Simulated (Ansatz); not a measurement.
**A computed series for hypothetical simple cubic Mo: response to strain**

The parent structure is Mo in the simple cubic structure (space group Pm-3m, No. 221; a hypothetical phase, not in the database extracts checked; relaxed with 0.1 eV smearing).

```
CELL_PARAMETERS angstrom
      2.57194     0.00000     0.00000
      0.00000     2.57194     0.00000
      0.00000     0.00000     2.57194
ATOMIC_POSITIONS crystal
  Mo 0.00000 0.00000 0.00000
```

Cartesian axes are those of the cell as printed.

Strains are applied to the cell and any free atomic positions relax; under biaxial strain the out-of-plane vector relaxes too.

Calculations: Ansatz (a program for electronic structure) PBEsol, scalar-relativistic without spin-orbit coupling.

Notes on the quantities. pressure: mean of the normal stresses, compression positive.

| variant | volume per atom | pressure |
|---|---|---|
| base | 17.01 Å³ | 0.0 GPa |
| biaxial strain +2.41 %, plane normal [111], relaxed out of plane | 14.74 Å³ | 32.4 GPa |
| isotropic strain +1.04 % | 17.55 Å³ | -6.0 GPa |
| uniaxial strain ε_xx = −4.97 % | 16.17 Å³ | 12.7 GPa |
| uniaxial strain ε_xx = −1.92 % | 16.69 Å³ | 4.3 GPa |
| uniaxial strain ε_yy = −1.88 % | 16.69 Å³ | 4.2 GPa |
| uniaxial strain ε_yy = +2.79 % | 17.49 Å³ | -5.2 GPa |

No phonon test of stability was made. All final runs are without spin polarisation. Under biaxial strain +2.41 %, plane normal [111], relaxed out of plane the cell ends below the base's energy or with stress of the wrong sign: the atoms slid into a distortion or the cell is elastically unstable, so the base is not a stable minimum at this level.
